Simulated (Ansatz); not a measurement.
## LaC (model structure, started from the LaS type, Fm-3m, No. 225, 2 atoms in the cell)

All values below come from r²SCAN in Ansatz (PAW).

Run with plane-wave cutoff 560 eV, 18×18×18 k mesh, Fermi–Dirac smearing 0.05 eV, scalar-relativistic PAW data made under PBE.

Cell (relaxed at this level):

```yaml
crystal:
  lattice:
    - [0.00000, 2.72098, 2.72098]
    - [2.72098, 0.00000, 2.72098]
    - [2.72098, 2.72098, 0.00000]
  atoms:
    - { symbol: La, position: [0.00000, 0.00000, 0.00000] }
    - { symbol: C, position: [0.50000, 0.50000, 0.50000] }
```

```yaml
band_gap: zero (no gap)
bulk modulus B0: 85.9 GPa
```

Note: the bulk modulus is −V dP/dV from two relaxed cells at ±2 % in volume; the relaxation could raise the start's symmetry but not lower it, so the cell can be a saddle point.

Spin–orbit coupling is not included; it can open a gap where bands touch, and shift volumes and moduli.

Computed values are for the static lattice.

It cost around 50 core-seconds (rough) of CPU time.

A model structure was made by putting elements into a prototype or built by hand; it is no filed structure, need not be a known phase, and can be a saddle point held by its symmetry.

Ansatz is a program for electronic structure.
